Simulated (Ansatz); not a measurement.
## SnS2 (model structure, started from the 3R-MoS2 type, R3m, No. 160, 3 atoms in the cell): equilibrium volume per atom by level of theory

No measured value is used here.

| level (code) | value (Å³/atom) |
|---|---|
| PBE (Ansatz) | ___ |
| PBEsol (Ansatz) | 21.67 |
| PBE-D3(BJ) (Ansatz) | 21.75 |

Q: Some entries are withheld; supply them.

A: 
- PBE (Ansatz, a first-principles code), value (Å³/atom): 25.44

Ansatz's density-functional and Hartree–Fock values are scalar-relativistic unless marked +SOC, with PAW data made under PBE.

A model structure was made by putting elements into a prototype or built by hand; it is no filed structure, need not be a known phase, and can be a saddle point held by its symmetry.
